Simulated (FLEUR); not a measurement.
A self-consistent single point of Au (Fm-3m, 1 atom in the cell) with FLEUR.

Method of the run: PBEsol, all-electron FLAPW (FLEUR), scalar-relativistic valence in FLEUR.

```yaml
crystal:
  lattice:
    - [0.00000, 2.03388, 2.03388]
    - [2.03388, 0.00000, 2.03388]
    - [2.03388, 2.03388, 0.00000]
  atoms:
    - { symbol: Au, position: [0.00000, 0.00000, 0.00000] }
```

Reference input (self-consistent single point, DFT, PBEsol, all-electron FLAPW (FLEUR), scalar-relativistic valence): Kmax = 4 1/bohr; GmaxXC = 16 1/bohr; xcFunctional = PBEs; jspins = 1; l_soc = F; mode = hist; fermiSmearingEnergy = 0.00367493 Htr; mesh (inpgen div1-3) = 10 10 10; inpgen gamma flag = true; Gmax = 16 1/bohr; numbands = 0; maxIterBroyd = 15. This run's input differs from it in these lines:

```diff
@@ -14,3 +14,3 @@
 &exco xctyp='PBEs' /
-&kpt div1=10 div2=10 div3=10 gamma=t /
+&kpt div1=22 div2=22 div3=22 gamma=t /
 &end /
@@ -34,3 +34,3 @@
    <cell>
-      <bzIntegration valenceElectrons="17.0" mode="hist" fermiSmearingEnergy="0.00367493">
+      <bzIntegration valenceElectrons="17.0" mode="hist" fermiSmearingEnergy="0.00183747">
          <kPointListSelection listName="default-1"/>
```

The program printed (abridged):

```
 Iteration:     1   Distance:      16.71891652 me/bohr^3
 Iteration:     2   Distance:      14.92933720 me/bohr^3
 Iteration:     3   Distance:       6.51630829 me/bohr^3
 Iteration:     4   Distance:       2.11835777 me/bohr^3
 Iteration:     5   Distance:       1.78823442 me/bohr^3
   [... 4 lines left out ...]
 Iteration:    10   Distance:       0.00165221 me/bohr^3
 Iteration:    11   Distance:       0.00007528 me/bohr^3
 Iteration:    12   Distance:       0.00009264 me/bohr^3
 Iteration:    13   Distance:       0.00000178 me/bohr^3
 Run finished successfully
 Stop message:
   Structural relaxation: Done

[file out, last iteration]
             iter=     14
[...]
          total density-effective poten   -3.3583489459E+04
          total charge density-energy d   -3.6023193198E+02
 Updated energy parameters for spin:           1
[...]
 fermi energy and band-weighting factors:

[...]
FERMIE:
          first approx. to ef    (T=0)  :   0.431277 htr   (energy of the highest occ. eigenvalue)
          number of occ. states  (T=0)  :       2805
          first approx. to seigv (T=0)  :  -6.933308 htr
          sum of weights of occ. states :   8.503287
          sum of semicore charge        :   0.000000 e
FERHIS:  Fermi-Energy by histogram:
          bandgap                     :   0.000372 htr
   [... lines left out ...]
          charge neutrality (T=0)     :   0.006574    (zero if the highest occ. eigenvalue is "entirely" occupied)
     EF_NEWTON:  Adjust Fermi-Energy by Newton-Method.
 Direct bandgap for spin            1 :    7.3074114501492649E-002  Htr
   [... lines left out ...]
 ---->    (input%tkb*entropy) TS=              0.0000856882 htr
 ---->    free energy=                    -19042.6660676714 htr
      extrapolation for T->0
 ---->    total electron energy=          -19042.6660248273 htr
 ***** TOTAL FORCES ON ATOMS *****
 TOTAL FORCE FOR ATOM TYPE=  1  X=  0.000   Y=  0.000   Z=  0.000
                       FX_TOT= 0.000000 FY_TOT= 0.000000 FZ_TOT= 0.000000
 Structural relaxation: Done
```

The run converged in 13 iterations. FLEUR gives forces in its relaxation mode, with a further iteration, so its stop message speaks of a relaxation. Against the reference run the free energy goes down by 15.4 meV/atom.

The starting cell has typed, rounded lattice constants, without a prior relaxation at this level. Its lattice was rescaled by up to half a per cent. Spin-orbit coupling is off. Values depend on the basis (sphere radii, cutoffs, local orbitals), which need not be converged. The log's line on a gap gives a spacing of levels on this mesh, which the program prints for metals too.

Cost on one core of a shared machine: roughly 40 s.
